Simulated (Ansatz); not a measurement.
# Cost against accuracy: kpoints.mp_grid.grid for SiO₂ (P4_2/mnm, 6 atoms in the cell)

```
CELL_PARAMETERS angstrom
      4.15105     0.00000     0.00000
      0.00000     4.15105     0.00000
      0.00000     0.00000     2.64124
ATOMIC_POSITIONS crystal
  Si 0.50000 0.50000 0.50000
  Si 0.00000 0.00000 0.00000
  O  0.69316 0.69316 0.00000
  O  0.30684 0.30684 0.00000
  O  0.80684 0.19316 0.50000
  O  0.19316 0.80684 0.50000
```

Method of the run: PBE, PAW files (plane waves; Ansatz, a program for electronic structure).

Base settings: basis.ecutwfc = 420 eV; kpoints.mp_grid.grid = 8 8 12; kpoints.mp_grid.shift = 0.5 0.5 0.5; hamiltonian.xc = pbe; hamiltonian.pseudopotentials = {kind: paw} (the program's default PAW files); scf.occupations.method = fixed.

Misses are taken against the tightest run, 19 19 30, which need not be fully converged itself. The energy is the free energy per atom.

The count of work is k-points × plane waves × bands × iterations; it is no time, and leaves out set-up, grids and terms that scale otherwise. 

The starting cell comes from a database of computed structures (which also holds hypothetical and non-ambient phases and stackings), without a prior relaxation at this level. Its lattice was rescaled by a random factor within 2.5 % of one. In the base run, with a pressure of about 20 GPa the cell is away from its equilibrium volume at this level. Ansatz's pressure includes its estimate of the finite-basis (Pulay) stress.

| kpoints.mp_grid.grid | energy less reference (meV/atom) | pressure less reference (GPa) | largest difference in the force on any atom (eV/Å) | count of work / reference |
|---|---|---|---|---|
| 1 1 1 | -729.93 | -4.34 | 2.548 | 0.0012 |
| 2 2 2 | -119.40 | -1.29 | 0.063 | 0.0012 |
| 2 2 3 | -17.87 | -0.19 | 0.019 | 0.0024 |
| 3 3 4 | -2.55 | -0.01 | 0.000 | 0.0073 |
| 3 3 5 | -0.53 | 0.01 | 0.000 | 0.011 |
| 4 4 6 | -0.09 | 0.00 | 0.000 | 0.011 |
| 5 5 7 | -0.04 | 0.00 | 0.000 | 0.029 |
| 6 6 8 | -0.01 | 0.00 | 0.000 | 0.029 |
| 7 7 10 | 0.00 | 0.00 | 0.000 | 0.061 |
| 8 8 12 | 0.00 | 0.00 | 0.000 | 0.073 |
| 9 9 14 | 0.00 | 0.00 | 0.000 | 0.13 |
| 11 11 16 | 0.01 | 0.00 | 0.000 | 0.20 |
| 13 13 20 | 0.00 | 0.00 | 0.000 | 0.34 |
| 16 16 24 | 0.00 | 0.00 | 0.000 | 0.52 |
| 19 19 30 | 0.00 | 0.00 | 0.000 | 1.0 |

Coarsest setting among those run that, with all tighter ones, holds the energy within 5 meV/atom of the reference: 3 3 4, off by 2.5 meV/atom; it needs 0.0073 of the reference's count of work.

Coarsest setting among those run that, with all tighter ones, holds the energy within 2 meV/atom of the reference: 3 3 5, off by 0.53 meV/atom; it needs 0.011 of the reference's count of work.

The step from 2 2 3 to 4 4 6: it takes the miss in the energy from 18 to 0.09 meV/atom, for 4.5 times the count of work.

Keys are those of Ansatz 0.2.
